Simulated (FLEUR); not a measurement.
A user runs FLEUR on Mg₃Mo (Pmm2, 4 atoms in the cell) and asks whether the run is sound. The aim is a self-consistent single point with DFT, PBEsol, all-electron FLAPW (FLEUR), scalar-relativistic valence.

Cell that was meant: a = 2.8732 Å, b = 4.9047 Å, c = 5.4211 Å, α = 90.00°, β = 90.00°, γ = 90.00°.

Part of the input:

```xml
      <ldaU l_linMix="F" mixParam="0.05" spinf="1.0"/>
   </calculationSetup>
   <cell>
      <bzIntegration valenceElectrons="44.0" mode="hist" fermiSmearingEnergy="0.03674932">
         <kPointListSelection listName="default-1"/>
         <!-- k-points included here -->
         <xi:include xmlns:xi="http://www.w3.org/2001/XInclude" href="kpts.xml"> </xi:include>
```

Output (repeated stretches shortened):

```
      Welcome to FLEUR        (www.flapw.de)
      MaX-Release 8.1          (www.max-centre.eu)

 ========== k-point set info ==========
 Selected k-point list: default-1
 k-point list type: mesh
 5 x 3 x 3
 Number of k points: 12

 ------------Calculation Setup---------------------------
           1           2           3           4           6          12
 Number of basis functions:          594
 Iteration:     1   Distance:       6.53572171 me/bohr^3
 Iteration:     2   Distance:       5.82015261 me/bohr^3
 Iteration:     3   Distance:       2.42609386 me/bohr^3
 Iteration:     4   Distance:       1.61094951 me/bohr^3
 Iteration:     5   Distance:       1.72556705 me/bohr^3
   [... 9 lines left out ...]
 Iteration:    15   Distance:       0.00010982 me/bohr^3
 Iteration:    16   Distance:       0.00007002 me/bohr^3
 Iteration:    17   Distance:       0.00001202 me/bohr^3
 Iteration:    18   Distance:       0.00000878 me/bohr^3
 Reset of history
 Run finished successfully
 Stop message:
   Structural relaxation: new displacements generated

[file out, last iteration]
             iter=     19
[...]
          total density-effective poten   -7.5205381944E+03
          total charge density-energy d   -1.6975299076E+02
 Updated energy parameters for spin:           1
[...]
 fermi energy and band-weighting factors:
    0.562614    0.596753

[...]
FERMIE:
          first approx. to ef    (T=0)  :   0.224527 htr   (energy of the highest occ. eigenvalue)
          number of occ. states  (T=0)  :        266
          first approx. to seigv (T=0)  : -47.379275 htr
          sum of weights of occ. states :  22.022222
          sum of semicore charge        :   0.000000 e
FERHIS:  Fermi-Energy by histogram:
   [... lines left out ...]
          bandgap                     :   0.000533 htr
          charge neutrality (T=0)     :   0.044444    (zero if the highest occ. eigenvalue is "entirely" occupied)
     EF_NEWTON:  Adjust Fermi-Energy by Newton-Method.
 Direct bandgap for spin            1 :    2.9551271952832359E-002  Htr
 ---->    free energy=                     -4647.2586973620 htr
   [... lines left out ...]
 TOTAL FORCE FOR ATOM TYPE=  2  X=  0.000   Y=  4.634   Z=  3.328
                       FX_TOT= 0.000000 FY_TOT= 0.000000 FZ_TOT= 0.009125
 TOTAL FORCE FOR ATOM TYPE=  3  X=  2.715   Y=  4.634   Z= -1.375
                       FX_TOT= 0.000000 FY_TOT= 0.000000 FZ_TOT=-0.008907
 TOTAL FORCE FOR ATOM TYPE=  4  X=  2.715   Y=  0.000   Z=  1.581
                       FX_TOT= 0.000000 FY_TOT= 0.000000 FZ_TOT= 0.000554
```

FLEUR gives forces in its relaxation mode, with a further iteration, so its stop message speaks of a relaxation.

Q: Can these results be used? Check the input.

A: The run is not sound. The fault is a smearing width that is far too large. A width of many tenths of an electronvolt moves electrons far across the Fermi level or the gap, and the free energy and its derivatives carry a large smearing term. To fix it, use a width small against the gap or band features. The run converged in 18 iterations without an error; against the sound input the free energy drops by 1.11 eV/atom.

The sound input it was made from differs as follows (other fixes are possible):
```diff
-      <bzIntegration valenceElectrons="44.0" mode="hist" fermiSmearingEnergy="0.03674932">
+      <bzIntegration valenceElectrons="44.0" mode="hist" fermiSmearingEnergy="0.00367493">
```

With that input, the run converged in 20 iterations: free energy E − TS -126453.9135 eV; Fermi level (on the code's own zero) 6.07 eV (DFT, PBEsol, all-electron FLAPW (FLEUR), scalar-relativistic valence).

On the sound input: the starting cell comes from a database of computed structures (which also holds hypothetical and non-ambient phases and stackings), without a prior relaxation at this level. Spin polarisation is off. Values depend on the basis (sphere radii, cutoffs, local orbitals), which need not be converged. The log's line on a gap gives a spacing of levels on this mesh, which the program prints for metals too.
